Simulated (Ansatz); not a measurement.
SiO2: pressure series

The reference is SiO2 in the rutile structure (space group P4_2/mnm, No. 136; a = 4.185 Å, c = 2.669 Å).

Cell and atoms are relaxed at each pressure.

The values are results of plane-wave PAW DFT at the r2SCAN level (Ansatz, a first-principles code, 500 eV), no SOC, not measurements.

```
pressure (GPa)  volume per atom (Å³/atom)
--------------  -------------------------
-2                                  7.844
-1                                  7.817
0                                   7.791
7                                   7.623
15                                  7.454
30                                  7.185
50                                      ?
75                                  6.592
100                                 6.345
```

Question: Fit the third-order Birch–Murnaghan form P(V) = (3B₀/2)[(V₀/V)^(7/3) − (V₀/V)^(5/3)]·[1 + (3/4)(B₀′ − 4)((V₀/V)^(2/3) − 1)] (squares taken in P) to the rows shown and predict the withheld row.

Answer: Least squares on the printed values gives V₀ = 7.791 Å³/atom, B₀ = 310 GPa, B₀′ = 4.4; this predicts 6.889 Å³/atom, and the run gives 6.891 Å³/atom, 0.002 higher.

Measured bulk modulus of SiO2: 309.9 GPa (room temperature; as listed in arXiv:1001.2066); the computed value is for a static lattice, so the two differ by thermal effects too.

Load acts through the strain it causes; cell and atoms are relaxed under it. Whether these cells are dynamically stable was not tested. Competing high-pressure phases were not computed.
